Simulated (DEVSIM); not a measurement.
Structure: abrupt Ge p-n junction, at 300 K.

Layer 1 from the left is Ge, thickness (μm) 6.00, Na (cm⁻³) 1e16, τn (s) 0.00082, τp (s) 0.00082. Layer 2 from the left is Ge, thickness (μm) 11.0, Nd (cm⁻³) 3.4e16, τn (s) 0.00082, τp (s) 0.00082.

Left contact: ohmic. Right contact: ohmic. Voltage is applied to the left contact. Recombination: SRH at mid-gap, radiative. Mobility is μmin + (μ − μmin)/(1 + (N/Nref)^α).

The device is made up for the run: typed textbook-type constants, with dimensions and the other settings drawn at random. Values at 300 K.

Ge: gap (eV) 0.664, affinity (eV) 4, permittivity 16, Nc (cm⁻³) 1.04e19, Nv (cm⁻³) 6e18, μn (cm²/Vs) 3900, μp (cm²/Vs) 1900, μn,min 150, μp,min 100, Nref,n 2.6e17, Nref,p 4e17, αn 0.56, αp 0.6, B (cm³/s) 6.4e-14.

Simulated with DEVSIM: 1D drift-diffusion, Boltzmann statistics, complete ionisation; no tunnelling, impact ionisation, image-force lowering or self-heating.

What does the simulation give for the dark forward voltage at 1 A/cm², the potential step across the device at zero bias, the dark forward voltage at 100 A/cm², the largest field in the device at zero bias?

dark forward voltage at 1 A/cm² 0.176 V; potential step across the device at zero bias 0.351 V; dark forward voltage at 100 A/cm² 0.307 V; largest field in the device at zero bias 23000 V/cm.
